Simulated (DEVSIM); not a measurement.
System: Pd/SiO2/p-Si capacitor, at 250 K.

Layer 1 from the left is SiO2, thickness (nm) 46.0. Layer 2 from the left is Si, thickness (nm) 1800, Na (cm⁻³) 9.7e16.

Metal gate on the left, work function 5.2 eV. Fixed charge at the semiconductor interface 5.5e11 cm⁻² (in units of +e); no interface traps.

This is a model device: material constants are rounded textbook-type values typed into the input, and sizes, dopings and lifetimes were drawn at random. Values at 300 K; Nc and Nv go as T^1.5, mobilities as T to minus their exponent, the gap by Varshni's rule with the affinity fixed.

SiO2: gap (eV) 9, affinity (eV) 0.9, permittivity 3.9. Si: gap (eV) 1.124, affinity (eV) 4.05, permittivity 11.7, Nc (cm⁻³) 2.86e19, Nv (cm⁻³) 3.1e19, Varshni α (eV/K) 0.000473, Varshni β (K) 636.

DEVSIM, 1D Poisson equation in equilibrium, Boltzmann statistics, complete ionisation; no quantum confinement or tunnelling. Metal contacts follow the ideal Schottky-Mott rule: no Fermi-level pinning, no interface dipoles.

Task: What does the simulation give for the minimum of the low-frequency capacitance?

Result: minimum of the low-frequency capacitance 0.0436 μF/cm².
